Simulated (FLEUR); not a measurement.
Troubleshooting FLEUR: a failed run on NiO (Fm-3m, 2 atoms in the cell). The aim is a self-consistent single point with DFT, PBE, all-electron FLAPW (FLEUR), scalar-relativistic valence.

Cell that was meant: a = 2.9602 Å, b = 2.9602 Å, c = 2.9602 Å, α = 60.00°, β = 60.00°, γ = 60.00°.

Part of the input:

```xml
   <atomSpecies>
      <species name="Nickel (Ni2.000" element="Ni" atomicNumber="28">
         <mtSphere radius="2.36" gridPoints="813" logIncrement="0.015"/>
         <atomicCutoffs lmax="10" lnonsphr="14"/>
         <electronConfig flipSpins="F">
            <coreConfig>(1s1/2) (2s1/2) (2p1/2) (2p3/2) (3s1/2)</coreConfig>
            <valenceConfig>(3p1/2) (3p3/2) (4s1/2) (3d3/2) (3d5/2)</valenceConfig>
[...]
      </species>
      <species name="Oxygen (O)" element="O" atomicNumber="8">
         <mtSphere radius="1.33" gridPoints="461" logIncrement="0.023"/>
         <atomicCutoffs lmax="6" lnonsphr="14"/>
         <electronConfig flipSpins="F">
            <coreConfig>(1s1/2)</coreConfig>
            <valenceConfig>(2s1/2) (2p1/2) (2p3/2)</valenceConfig>
```

The program printed (abridged):

```
      Welcome to FLEUR        (www.flapw.de)
      MaX-Release 8.1          (www.max-centre.eu)
************FLEUR-Warning*****************
Error message: lnonsph cannot be larger than lmax
Error from PE:0/1
Warnings not ignored. To make the warning nonfatal create a file 'JUDFT_WARN_ONLY' in the working directory or start FLEUR with the -warn_only command line option.
```

Read the log: what does the program object to, and what is the fix?

The fault is a non-spherical cutoff above the angular cutoff of the basis. The cutoff of the non-spherical Hamiltonian terms refers to basis functions in the spheres, so it cannot exceed their own angular cutoff. To fix it, keep it at or under the basis's cutoff. The program stopped before any SCF iteration.

The sound input it was made from differs as follows (other fixes are possible):
```diff
-         <atomicCutoffs lmax="10" lnonsphr="14"/>
+         <atomicCutoffs lmax="10" lnonsphr="8"/>
-         <atomicCutoffs lmax="6" lnonsphr="14"/>
+         <atomicCutoffs lmax="6" lnonsphr="4"/>
```

With that input, the run converged in 47 iterations: total energy -43430.5087 eV; Fermi level (on the code's own zero) 8.87 eV; size of the cell's spin moment 1.81 μB; site moments (μB, in the program's spheres or projections) Ni 1.51, O 0.26 (DFT, PBE, all-electron FLAPW (FLEUR), scalar-relativistic valence).

On the sound input: the starting cell comes from a database of computed structures (which also holds hypothetical and non-ambient phases and stackings), without a prior relaxation at this level. With one magnetic atom in the cell only a parallel order is possible. Values depend on the basis (sphere radii, cutoffs, local orbitals), which need not be converged.
